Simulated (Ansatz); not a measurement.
## A computed series for MgO: response to strain

The reference is MgO in the rock salt structure (space group Fm-3m, No. 225; a = 4.214 Å). Axes: x, y, z lie along the cube axes.

Strains are applied to the cell and any free atomic positions relax; under biaxial strain the out-of-plane vector relaxes too.

Calculations: PBEsol (Ansatz, a program for electronic structure; PAW; 420 eV plane waves; no spin-orbit coupling).

```csv
"biaxial strain, plane normal [111], relaxed out of plane (%)",out-of-plane strain (%)
0,0.00
0.42,-0.15
0.83,?
1.25,-0.44
1.67,-0.58
2.08,-0.73
2.5,-0.88
```

Task: Fit ε⊥ = −νε + γε² (strains in %) to the rows shown and predict the withheld row.

Result: Least squares on the printed values gives ν = 0.35 (the biaxial Poisson response) and γ = -0.001 (largest residual 0.01 %); this predicts -0.29 %, and the run gives -0.29 %, in agreement.

Whether these cells are dynamically stable was not tested.
